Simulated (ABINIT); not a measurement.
A self-consistent single point of LaCrAgO6 (Pc, 18 atoms in the cell) with ABINIT

Method of the run: PBEsol, PAW (JTH v2.0 PBE PAW, files made for PBE) (plane waves; ABINIT).

Input:

```
# LaCrAgO6, JTH v2.0 PBE PAW
pp_dirpath "./"
pseudos "La.GGA_PBE-JTH.xml, Cr.GGA_PBE-JTH.xml, Ag.GGA_PBE-JTH.xml, O.GGA_PBE-JTH.xml"
acell 3*1.0 Angstrom
rprim
         4.6153800000   -0.0000000000    0.0000000000
        -0.0000000000    7.1059800000    0.0000000000
        -3.0467510000    0.0000000000    8.5499910000
natom 18
ntypat 4
znucl 57 24 47 8
typat 1 1 2 2 3 3 4 4 4 4 4 4 4 4 4 4 4 4
xred
         0.8495500000    0.4063000000    0.7635400000
         0.8495500000    0.5937000000    0.2635400000
         0.9436300000    0.1601500000    0.4301000000
         0.9436300000    0.8398500000    0.9301000000
         0.5129100000    0.2189600000    0.0108700000
         0.5129100000    0.7810400000    0.5108700000
         0.3728600000    0.6971900000    0.2894600000
         0.3728600000    0.3028100000    0.7894600000
         0.1105800000    0.0492200000    0.9266600000
         0.1105800000    0.9507800000    0.4266600000
         0.7831100000    0.1478900000    0.5678200000
         0.7831100000    0.8521100000    0.0678200000
         0.1902000000    0.6629700000    0.9662600000
         0.1902000000    0.3370300000    0.4662600000
         0.8340600000    0.5881300000    0.5354100000
         0.8340600000    0.4118700000    0.0354100000
         0.6633400000    0.2176500000    0.2600800000
         0.6633400000    0.7823500000    0.7600800000
ecut 30
pawecutdg 60
pawovlp -1
ixc -116133
occopt 1
nband 74
kptopt 1
ngkpt 4 2 2
nshiftk 1
shiftk 0.5 0.5 0.5
nstep 80
tolvrs 1.0e-12
diemac 4
prtwf 0
prtden 0
enunit 1
```

Output, abridged:

```
 Symmetries : space group Pc (#  7); Bravais mP (primitive monocl.)

 -outvars: echo values of preprocessed input variables --------
            acell      1.8897261329E+00  1.8897261329E+00  1.8897261329E+00 Bohr
           diemac      4.00000000E+00
             ecut      3.00000000E+01 Hartree
           enunit           1
              ixc     -116133
         kptrlatt        4    0    0      0    2    0      0    0    2
          kptrlen      2.68567122E+01
            natom          18
            nband          74
            ngfft          45      72      90
          ngfftdg          64      96     120
             nkpt           4
            nstep          80
             nsym           2
           ntypat           4
        pawecutdg      6.00000000E+01 Hartree
          pawovlp     -1.0000000000E+00
            rprim      4.6153800000E+00 -0.0000000000E+00  0.0000000000E+00
                      -0.0000000000E+00  7.1059800000E+00  0.0000000000E+00
                      -3.0467510000E+00  0.0000000000E+00  8.5499910000E+00
           shiftk      5.00000000E-01  5.00000000E-01  5.00000000E-01
          spgroup           7
           tolvrs      1.00000000E-12
            typat      1  1  2  2  3  3  4  4  4  4  4  4  4  4  4  4  4  4
           useylm           1
             xred      8.4955000000E-01  4.0630000000E-01  7.6354000000E-01
                       8.4955000000E-01  5.9370000000E-01  2.6354000000E-01
                       9.4363000000E-01  1.6015000000E-01  4.3010000000E-01
                       9.4363000000E-01  8.3985000000E-01  9.3010000000E-01
                       5.1291000000E-01  2.1896000000E-01  1.0870000000E-02
                       5.1291000000E-01  7.8104000000E-01  5.1087000000E-01
                       3.7286000000E-01  6.9719000000E-01  2.8946000000E-01
                       3.7286000000E-01  3.0281000000E-01  7.8946000000E-01
                       1.1058000000E-01  4.9220000000E-02  9.2666000000E-01
                       1.1058000000E-01  9.5078000000E-01  4.2666000000E-01
                       7.8311000000E-01  1.4789000000E-01  5.6782000000E-01
                       7.8311000000E-01  8.5211000000E-01  6.7820000000E-02
                       1.9020000000E-01  6.6297000000E-01  9.6626000000E-01
                       1.9020000000E-01  3.3703000000E-01  4.6626000000E-01
                       8.3406000000E-01  5.8813000000E-01  5.3541000000E-01
                       8.3406000000E-01  4.1187000000E-01  3.5410000000E-02
                       6.6334000000E-01  2.1765000000E-01  2.6008000000E-01
                       6.6334000000E-01  7.8235000000E-01  7.6008000000E-01
            znucl       57.00000   24.00000   47.00000    8.00000

== DATASET  1 ==================================================================

 Real(R)+Recip(G) space primitive vectors, cartesian coordinates (Bohr,Bohr^-1):
 R(1)=  8.7218042  0.0000000  0.0000000  G(1)=  0.1146552  0.0000000  0.0408569
 R(2)=  0.0000000 13.4283561  0.0000000  G(2)=  0.0000000  0.0744693  0.0000000
 R(3)= -5.7575250  0.0000000 16.1571414  G(3)=  0.0000000  0.0000000  0.0618921
 Unit cell volume ucvol=  1.8923162E+03 bohr^3
 Angles (23,13,12)=  9.00000000E+01  1.09613298E+02  9.00000000E+01 degrees

 Coarse grid specifications (used for wave-functions):

 getcut: wavevector=  0.0000  0.0000  0.0000  ngfft=  45  72  90
         ecut(hartree)=     30.000   => boxcut(ratio)=   2.04621

 Fine grid specifications (used for densities):

 getcut: wavevector=  0.0000  0.0000  0.0000  ngfft=  64  96 120
         ecut(hartree)=     60.000   => boxcut(ratio)=   2.00647

   4.56633968E+04                                ecore*ucvol(ha*bohr**3)

_setup2: Arith. and geom. avg. npw (full set) are   14858.500   14858.500

--- !BeginCycle
solver: {iscf: 17, nstep: 80, nline: 4, wfoptalg: 10, }
tolerances: {tolvrs: 1.00E-12, }
...

     iter   Etot(hartree)      deltaE(h)  residm     nres2
 ETOT  1  -500.58938906004    -5.006E+02 1.476E+00 2.726E+03
 ETOT  2  -528.11191273091    -2.752E+01 4.520E+00 4.020E+03
 ETOT  3  -511.11154194587     1.700E+01 3.053E-01 1.231E+03
 ETOT  4  -509.33087134731     1.781E+00 1.311E-01 5.720E+02
 ETOT  5  -509.32883876572     2.033E-03 2.511E-01 3.482E+02
 ETOT  6  -509.54327154295    -2.144E-01 3.867E-02 3.032E+02
   [... 33 lines left out ...]
 ETOT 40  -508.55735384965    -1.097E-11 6.485E-09 1.100E-10
 ETOT 41  -508.55735384964     8.242E-12 2.798E-09 1.082E-11
 ETOT 42  -508.55735384964    -1.933E-12 2.903E-09 6.776E-12
 ETOT 43  -508.55735384964    -5.116E-13 1.256E-09 1.253E-12
 ETOT 44  -508.55735384965    -4.661E-12 1.304E-09 8.243E-13

 At SCF step   44       nres2   =  8.24E-13 < tolvrs=  1.00E-12 =>converged.

 Cartesian components of stress tensor (hartree/bohr^3)
  sigma(1 1)=  2.06860210E-04  sigma(3 2)=  0.00000000E+00
  sigma(2 2)=  2.12314747E-04  sigma(3 1)=  4.96723905E-06
  sigma(3 3)=  2.42401915E-04  sigma(2 1)=  0.00000000E+00

 ----iterations are completed or convergence reached----

 reduced coordinates (array xred) for   18 atoms
       0.849550000000      0.406300000000      0.763540000000
       0.849550000000      0.593700000000      0.263540000000
       0.943630000000      0.160150000000      0.430100000000
   [... 15 lines left out ...]
 cartesian forces (eV/Angstrom) at end:
    1      0.04663205407178     0.05855414254540     0.01612147747006
    2      0.04663205407178    -0.05855414254540     0.01612147747006
    3      0.07086768996761     0.09125857996290     0.10401614295415
   [... 15 lines left out ...]
 frms,max,avg= 3.4394831E-01 7.8562909E-01   3.052E-04  0.000E+00 -1.290E-03 e/A
 length scales=  1.889726132886  1.889726132886  1.889726132886 bohr
              =  1.000000000000  1.000000000000  1.000000000000 angstroms
 Fermi (or HOMO) energy (eV) =   0.69669   Average Vxc (eV)=  -9.80197
 Eigenvalues (   eV  ) for nkpt=   4  k points:
 kpt#   1, nband= 74, wtk=  0.25000, kpt=  0.1250  0.2500  0.2500 (reduced coord)
 -71.83425  -71.83425  -43.32035  -43.32034  -43.24875  -43.24875  -43.24173  -43.24168
 -29.22466  -29.21494  -16.85783  -16.78917  -16.40953  -16.30597  -16.19631  -16.15399
 -16.00389  -15.91114  -15.82507  -15.61902  -15.32039  -15.23072  -13.01815  -12.90748
 -12.74480  -12.57656  -12.38284  -11.91994   -5.00986   -4.96281   -4.69548   -4.64498
  -3.98351   -3.91698   -3.81370   -3.77335   -3.65334   -3.57079   -3.45177   -3.39563
  -3.29645   -3.27721   -3.18665   -3.03595   -2.94142   -2.82950   -2.68447   -2.59742
  -2.30815   -2.15632   -2.03180   -1.93227   -1.67243   -1.44241   -1.36455   -1.20267
  -1.08192   -0.95748   -0.76596   -0.66153   -0.49540   -0.38652   -0.34114   -0.29892
  -0.21489   -0.05885    0.07709    0.22419    0.30136    0.42576    0.60812    0.69430
   1.70345    1.83988
 prteigrs : prtvol=0 or 1, do not print more k-points.

--- !EnergyTerms
comment             : Components of total free energy in Hartree
kinetic             :  1.60534884647032E+02
hartree             :  1.67186186252307E+02
xc                  : -8.93066179515586E+01
Ewald energy        : -3.20421862621899E+02
psp_core            :  2.41309547921221E+01
local_psp           : -4.66636482998099E+02
spherical_terms     :  1.59555839504663E+01
total_energy        : -5.08557353929630E+02
total_energy_eV     : -1.38385493726050E+04
...

-Cartesian components of stress tensor (GPa)         [Pressure= -6.4881E+00 GPa]
- sigma(1 1)=  6.08603647E+00  sigma(3 2)=  0.00000000E+00
- sigma(2 2)=  6.24651446E+00  sigma(3 1)=  1.46141194E-01
- sigma(3 3)=  7.13170935E+00  sigma(2 1)=  0.00000000E+00

 Calculation completed.
```

The run converged in 44 iterations.

The starting cell comes from a database of computed structures (which also holds hypothetical and non-ambient phases and stackings), without a prior relaxation at this level. The potentials were made for another functional than the one used. With a pressure of about -6 GPa the cell is away from its equilibrium volume at this level. Forces in this geometry exceed 1 eV/Å.

These are the values that this program gave, and no reference: the one-centre exchange-correlation terms come from a truncated expansion.

Cost on one core of a shared machine: roughly 30 min.
